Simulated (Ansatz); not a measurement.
HfO₂ (P4₂/mnm, No. 136, 6 atoms in the cell; start mp-776532; a measured phase of this formula has another space group)

Calculation: r²SCAN0 (plane waves, PAW; Ansatz, a program for electronic structure).

Settings: plane-wave cutoff 520 eV, 6×6×8 k mesh (along the axes of the cell as run), Fermi–Dirac smearing 0.01 eV, scalar-relativistic PAW data made under PBE.

Cell (relaxed with PBEsol):

Space group P4₂/mnm (No. 136); a = b = 4.8301 Å, c = 3.2099 Å, α = β = γ = 90.00°

| atom | site | symmetry | x | y | z |
|---|---|---|---|---|---|
| Hf | 2a | m.mm | 0.0000 | 0.0000 | 0.0000 |
| O | 4f | m.2m | 0.3050 | 0.3050 | 0.0000 |

```
Item                            Value
--------  ---------------------------
band gap  6.81 eV (on the SCF k mesh)
```

Note: cell and atoms aren't relaxed at this level (largest force component 0.03 eV/Å, pressure -0.7 GPa).

Spin–orbit coupling is not included.

The computed numbers hold no vibrational or temperature effects.

A start named mp-… is a Materials Project structure, which need not be a measured phase.
